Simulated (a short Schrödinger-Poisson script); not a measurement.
Stack: single GaAs/Al0.25Ga0.75As quantum well.

| layer | material | thickness (nm) |
|---|---|---|
| 1 | Al0.25Ga0.75As | 20 |
| 2 | GaAs | 3 |
| 3 | Al0.25Ga0.75As | 20 |

The device is made up for the run: typed textbook-type constants, with dimensions and the other settings drawn at random. GaAs: direct gap (eV) 1.424, conduction-band edge (eV) 0, electron mass (mₑ) 0.067, heavy-hole mass 0.377, light-hole mass 0.09. Al0.25Ga0.75As: direct gap (eV) 1.736, conduction-band edge (eV) 0.198, electron mass (mₑ) 0.0878, heavy-hole mass 0.402, light-hole mass 0.1125.

The valence-band edge of each layer lies one gap below its conduction-band edge. The electron's potential energy rises along the stack by the applied field. Mesh 0.03 nm at interfaces.

Q: Estimate e1 and hh1 for infinitely high walls at zero field, and compare with the finite well.

A: ħ²π²/(2mL²) gives 623.6 meV for the electron and 110.8 meV for the heavy hole. The finite well gives 110.4 and 39.0 meV, 0.18 and 0.35 of the estimates, as the states reach into the barriers (35 % of e1 lies outside the well).

Solved with a short Schrödinger-Poisson script written for these runs: one-band effective-mass equation with BenDaniel-Duke matching, electrons, heavy and light holes apart, hard walls at the outer ends, one valence edge for both holes (no strain splitting), no charge, excitons, band mixing or non-parabolicity; under a field the levels are quasi-bound states of a box, listed while three quarters of their weight lies within 4 nm of the wells.
